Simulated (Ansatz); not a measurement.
Worked calculations on one periodic cell of amorphous Hf18O37Sr: Hf18O37Sr, 56 atoms, volume 730.4 Å³, made by a melt-quench on the CHGNet potential and relaxed with DFT. O atoms were pushed apart under 1.9 Å during the dynamics, to hinder bonds among them. It is a model cell: composition and starting density were chosen by hand, and all elements were melted together. Cycles of charging were run to anneal it. Computed with PBE, scalar-relativistic without spin-orbit coupling (plane waves to 420 eV, PAW; Ansatz, an electronic-structure program). Sampling: a 2×2×2 Γ-centred mesh; Fermi-Dirac width 0.02 eV; no spin polarisation. Its volume was relaxed, its shape was free, and it stands at a mean pressure of 0.0 GPa with stress components up to 0.1 GPa; the relaxation ran on the zone centre alone. Its density went from a set 8.83 to 8.85 g/cm³. The cell is small and was quenched far faster than a real film, so it is one sample of the glass.

Task: Count formal charges (Hf +4, O -2, Sr +2). What does the count lead one to expect at the Fermi level, and what does the calculation give?

Result: 18 × (+4) + 37 × (-2) + 1 × (+2) = 0. The charges balance, so the anion-derived valence states can be full and a gap can open. On this mesh the highest filled and lowest empty level lie 3.82 eV apart, the PBE gap of this cell, with a localised state at one edge or both.

Four energies for an added electron at PBE on the zone centre alone (charged cells in a uniform background, spin-polarised): neutral at the neutral geometry -307616.119 eV; charged at the neutral geometry -307600.350 eV; charged and relaxed -307600.621 eV; neutral at the charged geometry -307615.617 eV.

Task: Find the two relaxation energies and their sum, the reorganisation energy.

Result: On charging: -307600.350 − (-307600.621) = 0.271 eV. On discharging: -307615.617 − (-307616.119) = 0.502 eV. The sum is 0.773 eV. The carrier's level spreads over 8 of the 56 atoms' worth, so it counts as partly localised, most on one Hf atom with neighbours O 2.03 Å, O 2.04 Å, O 2.09 Å, O 2.10 Å, O 2.13 Å, O 2.17 Å (neutral geometry). The values are uncorrected: the image energy of a point charge in this cell, 2.84 × 14.40 / (2 × 9.0) = 2.3 eV before screening, is screened by electrons alone at the fixed geometry and by ions too after relaxing, and the carrier can be spread before it relaxes, so each term can be off by up to that value times 1/ε∞, some tenths of an eV. PBE's self-interaction favours spread-out carriers, so a hybrid can localise more.

Four energies for a hole at PBE on the zone centre alone (charged cells in a uniform background, spin-polarised): neutral at the neutral geometry -307616.119 eV; charged at the neutral geometry -307627.946 eV; charged and relaxed -307628.195 eV; neutral at the charged geometry -307615.403 eV.

Task: Find the two relaxation energies and their sum, the reorganisation energy.

Result: On charging: -307627.946 − (-307628.195) = 0.249 eV. On discharging: -307615.403 − (-307616.119) = 0.716 eV. The sum is 0.965 eV. The carrier's level spreads over 4 of the 56 atoms' worth, so it counts as localised, most on one O atom with neighbours Hf 2.04 Å, Hf 2.18 Å, Hf 2.23 Å (neutral geometry). The values are uncorrected: the image energy of a point charge in this cell, 2.84 × 14.40 / (2 × 9.0) = 2.3 eV before screening, is screened by electrons alone at the fixed geometry and by ions too after relaxing, and the carrier can be spread before it relaxes, so each term can be off by up to that value times 1/ε∞, some tenths of an eV. PBE's self-interaction favours spread-out carriers, so a hybrid can localise more.
